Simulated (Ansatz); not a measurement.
Take CdSe in the wurtzite structure (space group P6_3mc, No. 186; a = 4.383 Å, c = 7.155 Å) as the base.

All numbers come from Ansatz (a first-principles code) PBE, scalar-relativistic without spin-orbit coupling, earlier PAW set.

One change was made to it. Results:

```json
[
 {"quantity": "c/a ratio", "base": "1.632", "after": "1.632"},
 {"quantity": "density", "base": "5.34 g/cm³", "after": "5.21 g/cm³"}
]
```

### Question
Which change produced these results?
A) pressure −2 GPa
B) pressure −1 GPa
C) pressure 4.2 GPa
D) pressure 45 GPa
E) pressure 30 GPa

### Answer
B, pressure −1 GPa. For comparison, the density in the other runs: pressure 45 GPa gives 8.46 g/cm³; pressure 30 GPa gives 7.53 g/cm³; pressure 4.2 GPa gives 5.77 g/cm³; pressure −2 GPa gives 5.07 g/cm³.

The mesh was chosen for an insulator and is coarse for the gapless case. From pressure 45 GPa on, the axis ratios lie over 15 % from the base's, so the cell there is far from its starting form. Load acts through the strain it causes; cell and atoms are relaxed under it. No phonon test of stability was made. The final runs are not spin-polarised. Measured, CdSe leaves this structure (for rock salt) near 2.72 GPa (temperature not stated; as listed in Datta, Sujoy, Jana, Debnarayan, arXiv (2020)), on rising pressure, with hysteresis.
